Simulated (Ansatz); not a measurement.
Start from PtSe2 in the CdI2 type structure (space group P-3m1, No. 164; a = 3.739 Å, c = 4.630 Å; layered). Axes: x lies along a and z along c of the hexagonal cell.

Calculations: Ansatz (a quantum-chemistry and plane-wave program), PBEsol-D3(BJ), PAW, cutoff 420 eV, no SOC.

For the base:

* **Pressure**: 0.0 GPa
* **Shortest interatomic distance**: 250.0 pm
* **Band gap**: zero

Perturbation: tensile biaxial strain of 1.91 % in the plane normal to [001], as in epitaxy on a mismatched substrate; the out-of-plane cell vector and the atoms relax.

**Question.** Estimate the effect on the pressure, shortest interatomic distance and band gap.

**Answer.** The pressure (mean of the normal stresses, compression positive) goes from zero to -2.7 GPa; the shortest interatomic distance rises by 1.6 pm (250.0 pm → 251.6 pm); the band gap stays zero.

Without a gap, meshes like the base's 14×14×10 leave anisotropic stresses uncertain by several tenths of a GPa, and small strain energies with them. Whether these cells are dynamically stable was not tested. The final runs are not spin-polarised.
